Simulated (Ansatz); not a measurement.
Ansatz (a quantum-chemistry and plane-wave program) run on Sr (Fm-3m, 1 atom in the cell): self-consistent single point.

Method: PBE (plane waves, PAW; Ansatz).

```
Sr
1.0
    0.00000     3.03088     3.03088
    3.03088     0.00000     3.03088
    3.03088     3.03088     0.00000
Sr
1
Direct
  0.00000   0.00000   0.00000
```

Reference input (self-consistent single point, DFT, PBE, plane waves, default PAW files): basis.ecutwfc = 420 eV; kpoints.mp_grid.grid = 9 9 9; hamiltonian.xc = pbe; hamiltonian.pseudopotentials = {kind: paw} (the program's default PAW files); scf.occupations.method = fermi_dirac; scf.occupations.width = 0.1 eV. This run's input differs from it in these lines:

Ansatz 0.2 input:
```diff
@@ -11,3 +11,3 @@
 kpoints:
-  mp_grid: { grid: [9, 9, 9] }
+  mp_grid: { grid: [15, 15, 15] }
 hamiltonian:
@@ -16,3 +16,3 @@
 scf:
-  occupations: { method: fermi_dirac, width: 0.1 }
+  occupations: { method: methfessel_paxton, width: 0.02 }
 output:
```

The program printed (abridged):

```
SCF iter   1: F=—  HF=-3544.219112 eV  |F-HF|=—  |Δ(HF+E_count)|=         —  Δρ=1.04e-3  dr2=8.89e-4  ethr=1.77e-3  ⟨swp⟩=7.7  Hψ=9936  notcnv=0
all-band conjugate gradients solve this SCF's bands
preconditioner: auto → none
SCF iter   2: F=—  HF=-3544.219604 eV  |F-HF|=—  |Δ(HF+E_count)|=   4.92e-4  S|Δr|=    0.00e0  Δρ=4.64e-4  dr2=1.92e-4  ethr=8.89e-6  ⟨swp⟩=2.4  Hψ=3047  notcnv=0
SCF iter   3: F=—  HF=-3544.219648 eV  |F-HF|=—  |Δ(HF+E_count)|=   4.41e-5  S|Δr|=    0.00e0  Δρ=1.12e-4  dr2=7.43e-6  ethr=1.92e-6  ⟨swp⟩=1.0  Hψ=1080  notcnv=0
SCF iter   4: F=—  HF=-3544.219646 eV  |F-HF|=—  |Δ(HF+E_count)|=   2.36e-6  S|Δr|=    0.00e0  Δρ=2.85e-5  dr2=2.07e-7  ethr=7.43e-8  ⟨swp⟩=2.5  Hψ=1657  notcnv=0
SCF iter   5: F=-3544.219646 eV  HF=-3544.219646 eV  |F-HF|=1.45e-8  |Δ(HF+E_count)|=   4.27e-8  S|Δr|=    0.00e0  Δρ=1.58e-5  dr2=5.11e-8  ethr=1.00e-9  ⟨swp⟩=6.6  Hψ=5754  notcnv=0
SCF 1 converged in 5 iterations: F = -3544.219646 eV  dr2 = 5.11e-8
Stability not checked (fill_not_monotonic)
Free energy (F): -3544.219646 eV
Internal energy: -3544.219644 eV  (E = F + TS)
E sigma→0 (E₀):  -3544.219645 eV
Entropy (-TS):   -0.000001 eV (-0.001 meV/atom)
Fermi energy:    4.999164 eV
--- Forces (eV/Å), atoms counted from 1 ---
  atom   1  Sr     0.00000000    -0.00000000    -0.00000000
--- Stress (GPa, compression-positive) ---
       -0.271088       0.000000      -0.000000
       -0.000000      -0.271088       0.000000
       -0.000000      -0.000000      -0.271088
  P = ⅓ Tr σ = -0.2711 GPa (-2.711 kbar)
  The stress holds the Pulay correction. Without it, at fixed plane waves, as pw.x and ABINIT print it: P = -0.2729 GPa
```

The run converged in 5 iterations. Against the reference run the free energy goes up by 21.3 meV/atom and the pressure goes from -0.13 to -0.27 GPa.

The starting cell has typed, rounded lattice constants, without a prior relaxation at this level. Its lattice was rescaled by up to half a per cent. Ansatz's pressure includes its estimate of the finite-basis (Pulay) stress.
